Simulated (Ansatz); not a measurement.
# A computed series for WSi2: response to strain

Base system: WSi₂ (space group I4/mmm, No. 139; relaxed with 0.1 eV smearing).

Space group I4/mmm (No. 139); a = 3.202 Å, b = 3.202 Å, c = 7.818 Å, α = 90.00°, β = 90.00°, γ = 90.00°

```tsv
atom	site	symmetry	x	y	z
Si	4e	4mm	0.0000	0.0000	0.3345
W	2a	4/mmm	0.0000	0.0000	0.0000
```
(The calculation used a cell of 3 atoms; values per cell refer to that cell.)

Strains are applied to the cell and any free atomic positions relax.

Method: plane-wave PAW DFT at the PBEsol level (Ansatz, an electronic-structure program, 420 eV), no spin-orbit coupling.

Candidates:
(a) isotropic strain −2.00 %
(b) isotropic strain +2.00 %
(c) isotropic strain +2.50 %
(d) isotropic strain +0.50 %

Notes on the quantities. energy relative to the base: free energy F.

Question: Order them by energy relative to the base, highest first.

Answer: (c) isotropic strain +2.50 % (+50 meV/atom), (a) isotropic strain −2.00 % (+37 meV/atom), (b) isotropic strain +2.00 % (+33 meV/atom), (d) isotropic strain +0.50 % (+2.1 meV/atom)

Whether these cells are dynamically stable was not tested. The final runs are not spin-polarised.
